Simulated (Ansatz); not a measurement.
# HgS: pressure series

Take HgS in the zinc blende structure (space group F-43m, No. 216; a = 5.9916 Å) as the base.

Cell and atoms are relaxed at each pressure.

Method: PBE, PAW, 420 eV (Ansatz, a first-principles code; no SOC).

Notes on the quantities. enthalpy: H = E + PV relative to the base's energy.

```json
[
 {"variant": "base", "volume per atom": "26.89 Å³", "enthalpy": "–"},
 {"variant": "pressure −2 GPa", "volume per atom": "28.11 Å³", "enthalpy": "-0.34 eV/atom"},
 {"variant": "pressure −1 GPa", "volume per atom": "27.45 Å³", "enthalpy": "-0.17 eV/atom"},
 {"variant": "pressure 0.9 GPa", "volume per atom": "26.43 Å³", "enthalpy": "+0.15 eV/atom"},
 {"variant": "pressure 2.1 GPa", "volume per atom": "25.89 Å³", "enthalpy": "+0.35 eV/atom"},
 {"variant": "pressure 4.5 GPa", "volume per atom": "?", "enthalpy": "+0.73 eV/atom"},
 {"variant": "pressure 9 GPa", "volume per atom": "?", "enthalpy": "+1.41 eV/atom"},
 {"variant": "pressure 15 GPa", "volume per atom": "22.28 Å³", "enthalpy": "+2.27 eV/atom"},
 {"variant": "pressure 22.5 GPa", "volume per atom": "21.04 Å³", "enthalpy": "+3.28 eV/atom"},
 {"variant": "pressure 30 GPa", "volume per atom": "20.08 Å³", "enthalpy": "+4.24 eV/atom"}
]
```

Q: What belongs in the blanks?

A: 
- pressure 4.5 GPa, volume per atom: 24.96 Å³
- pressure 9 GPa, volume per atom: 23.61 Å³

A case with no gap was solved on a k-mesh chosen for an insulator, which is coarse for it. Load acts through the strain it causes; cell and atoms are relaxed under it. No phonon test of stability was made. Tetrahedral semiconductors of this kind turn to denser phases somewhere between about 1 and 50 GPa; those were not computed, so compressed cells here can lie past the real transition. All final runs are without spin polarisation.
